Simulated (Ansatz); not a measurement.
The starting structures come from a database of crystals and need not be the phases stable at ambient conditions.

The decay constant κ of evanescent states in the gap governs leakage through a thin film.

Input:

```xyz
20
Lattice="5.3401 0.0000 0.0000 1.8789 9.1017 0.0000 -1.7306 4.5509 4.3551" Properties=species:S:1:pos:R:3 pbc="T T T"
Li     4.9445     4.5509     2.1037
Li     0.5439     9.1017     2.2514
Ga     3.2139     9.1017     0.8836
Ga     2.2745     4.5509     3.4715
Si     2.4436    10.9539     3.5658
Si     3.0448     2.6988     0.7892
Si     3.9843     7.2496     3.5658
Si     1.5041     6.4030     0.7892
O      4.3847     3.2343     0.0041
O      1.1038    10.4183     4.3510
O      5.5043     5.8674     0.0041
O     -0.0159     7.7852     4.3510
O      1.5042     8.0647     0.7348
O      3.9843     5.5879     3.6203
O      3.0448     1.0371     0.7348
O      2.4436    12.6156     3.6203
O      3.1523     3.3450     2.2625
O      2.3361    10.3076     2.0926
O      1.3967     5.7568     2.2625
O      4.0918     7.8959     2.0926
```

Space group of this cell: C2/c. The cell is taken as given; by r2SCAN its mean pressure is -6.8 GPa.

Transport runs along the normal of the first two printed cell vectors.

The gap is the functional's own. No spin-orbit coupling. Mid-gap values are interpolated on the energy grid.

Task: Give the band gap and the smallest decay constant κ at mid-gap that Ansatz (a first-principles code) with r2SCAN yields.

Result: Gap 4.99 eV on a 8×8×8 mesh; κ = 0.406 1/Å, at the zone centre.
